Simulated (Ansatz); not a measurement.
For PbSnS₂ (Cc, No. 9, 8 atoms in the cell; start mp-1218961), LDA in Ansatz (PAW) gives:

| Quantity | Value |
|---|---|
| bulk modulus B0 | 48.3 GPa |
| cohesive energy | 4.38 eV/atom |
| band gap | 0.69 eV |

What does PBEsol (plane waves, PAW; Ansatz, a quantum-chemistry and plane-wave program) give for the same quantities?


- bulk modulus: 41.7 GPa (falls by 14 %)
- cohesive energy: 3.92 eV/atom (falls by 0.46 eV/atom)
- band gap: 0.76 eV (increases by 0.07 eV)

Changes are worked out from the printed values.

Unless a cell is named, each level is at its own relaxed cell (LDA 23.46, PBEsol 24.23 Å³/atom).

Levels without +SOC leave out spin–orbit coupling, which shifts energies and cells of such heavy elements.

Spin–orbit coupling is included only where a level's name says +SOC; with heavier elements it mostly lowers gaps and can invert bands. Density-functional gaps are differences of (generalised) Kohn–Sham levels.

Caveats: the bulk modulus is −V dP/dV from two relaxed cells at ±2 % in volume (LDA, PBEsol); the relaxation could not lower the start's symmetry, so the cell can be a saddle point above a distorted one (LDA, PBEsol). Ansatz's density-functional and Hartree–Fock values are scalar-relativistic unless marked +SOC, with PAW data made under PBE.

A start named mp-… is a Materials Project structure, which need not be a measured phase.
